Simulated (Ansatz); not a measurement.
Partial pair distribution functions of a relaxed model of amorphous Si₁₈B₆O₄₅, broadened by 0.06 Å; density 2.29 g/cm³. Computed with PBE, scalar-relativistic without spin-orbit coupling (plane waves to 420 eV, PAW; Ansatz, a first-principles code).

The cell was made by melting and quenching with the CHGNet potential and then relaxed with DFT. O atoms were pushed apart under 1.9 Å during the dynamics, to hinder bonds among them. The hot cell started wider than the set density and was brought back towards it in steps. It is the lowest in DFT energy of 2 quenches. It is a model cell: composition and starting density were chosen by hand, and all elements were melted together. No dispersion term was used. Its density started from a set value of 2.29 and ended at 2.29 g/cm³. Cooling (nominally 180 K/ps over its main leg) ran many orders faster than in experiment, which tends to leave more defects and strain. One small periodic cell is one sample of the glass; other quenches scatter about these values. The volume was held where the preparation left it, at a PBE pressure of 2.7 GPa. Stress components on the final sampling reach 4.1 GPa.

| r (Å) | g Si-O | g B-O | g Si-Si | g O-O |
|---|---|---|---|---|
| 1.10 | 0.00 | 0.00 | 0.00 | 0.00 |
| 1.20 | 0.00 | 0.37 | 0.00 | 0.00 |
| 1.30 | 0.00 | 9.04 | 0.00 | 0.00 |
| 1.40 | 0.02 | 15.18 | 0.00 | 0.00 |
| 1.50 | 2.13 | 1.77 | 0.00 | 0.00 |
| 1.60 | 14.78 | 0.01 | 0.00 | 0.00 |
| 1.70 | 7.73 | 0.00 | 0.00 | 0.00 |
| 1.80 | 0.34 | 0.00 | 0.00 | 0.00 |
| 1.90 | 0.00 | 0.00 | 0.00 | 0.00 |
| 2.00 | 0.00 | 0.00 | 0.00 | 0.00 |
| 2.10 | 0.00 | 0.00 | 0.00 | 0.00 |
| 2.20 | 0.00 | 0.00 | 0.06 | 0.05 |
| 2.30 | 0.00 | 0.00 | 0.50 | 0.77 |
| 2.40 | 0.00 | 0.03 | 0.28 | 1.45 |
| 2.50 | 0.00 | 0.25 | 0.01 | 1.39 |
| 2.60 | 0.00 | 0.14 | 0.03 | 4.05 |
| 2.70 | 0.01 | 0.07 | 0.57 | 4.31 |
| 2.80 | 0.12 | 0.59 | 2.07 | 1.69 |
| 2.90 | 0.23 | 0.69 | 3.10 | 0.68 |
| 3.00 | 0.34 | 0.85 | 3.33 | 0.67 |
| 3.10 | 0.58 | 0.75 | 2.74 | 0.65 |
| 3.20 | 0.73 | 1.22 | 1.72 | 0.43 |
| 3.30 | 0.75 | 1.15 | 0.31 | 0.64 |
| 3.40 | 0.71 | 1.68 | 0.01 | 0.89 |
| 3.50 | 1.05 | 1.67 | 0.00 | 0.70 |
| 3.60 | 1.53 | 1.35 | 0.00 | 0.61 |
| 3.70 | 1.66 | 1.75 | 0.00 | 0.65 |
| 3.80 | 1.35 | 1.46 | 0.09 | 0.73 |
| 3.90 | 1.60 | 1.25 | 0.43 | 0.72 |
| 4.00 | 1.71 | 1.85 | 0.68 | 0.72 |
| 4.10 | 1.75 | 1.61 | 0.49 | 0.86 |
| 4.20 | 1.86 | 0.59 | 0.60 | 0.87 |
| 4.30 | 1.36 | 0.95 | 1.32 | 0.78 |
| 4.40 | 0.82 | 1.17 | 1.46 | 0.87 |
| 4.50 | 0.64 | 0.72 | 1.47 | 0.97 |
| 4.60 | 0.59 | 0.66 | 1.72 | 1.20 |
| 4.70 | 0.65 | 0.75 | 1.28 | 1.28 |
| 4.80 | 0.87 | 0.89 | 1.05 | 1.30 |
| 4.90 | 0.76 | 0.70 | 1.14 | 1.44 |

Within 1.88 Å each Si has 4.00 O neighbours on average.
